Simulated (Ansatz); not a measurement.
Take Ga₂O₃ in the corundum structure (space group R-3c, No. 167; a = 4.950 Å, c = 13.306 Å (hexagonal axes)) as the base. Axes: x lies along a and z along c of the hexagonal cell.

Method: LDA (Ansatz, an electronic-structure program, PAW, without spin-orbit coupling).

Strains are applied to the cell and any free atomic positions relax; under biaxial strain the out-of-plane vector relaxes too.

One change was made to it. Results:

```csv
quantity,base,after
energy relative to the base (free energy F),0 meV/atom,+27 meV/atom
volume per atom,9.41 Å³,9.07 Å³
band gap,3.04 eV,3.42 eV
"pressure (mean of the normal stresses, compression positive)",0.00 GPa,10.68 GPa
```

Question: What was done to the base?
A. biaxial strain −0.75 %, plane normal [001], relaxed out of plane
B. biaxial strain −1.50 %, plane normal [001], relaxed out of plane
C. biaxial strain −2.25 %, plane normal [001], relaxed out of plane
D. biaxial strain −3.00 %, plane normal [001], relaxed out of plane

Answer: D, biaxial strain −3.00 %, plane normal [001], relaxed out of plane. For comparison, the band gap in the other runs: biaxial strain −1.50 %, plane normal [001], relaxed out of plane gives 3.26 eV; biaxial strain −0.75 %, plane normal [001], relaxed out of plane gives 3.15 eV; biaxial strain −2.25 %, plane normal [001], relaxed out of plane gives 3.34 eV.

Stability against distortions was not tested.
